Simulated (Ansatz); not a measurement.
Consider the following.

```xyz
2
Lattice="0.0000 2.6952 2.6952 2.6952 0.0000 2.6952 2.6952 2.6952 0.0000" Properties=species:S:1:pos:R:3 pbc="T T T"
Zn     0.0000     0.0000     0.0000
S      1.3476     1.3476     1.3476
```

Method: r2SCAN with spin-orbit coupling, rigid bands (plane waves, PAW; Ansatz, a program for electronic structure). Cell: cell and atoms relaxed with r2SCAN.

Question: Predict the electron conductivity mass (n e² τ/σ) at 300 K, by direction if it differs.

Answer: 0.20 mₑ.

Question: Predict the hole conductivity mass (n e² τ/σ) at 300 K, by direction if it differs.

Answer: 0.87 mₑ.

Question: And the band gap?

Answer: 2.68 eV at this level; semilocal functionals usually fall short of the measured gap.

Rigid bands, one relaxation time for all states, no polarons.
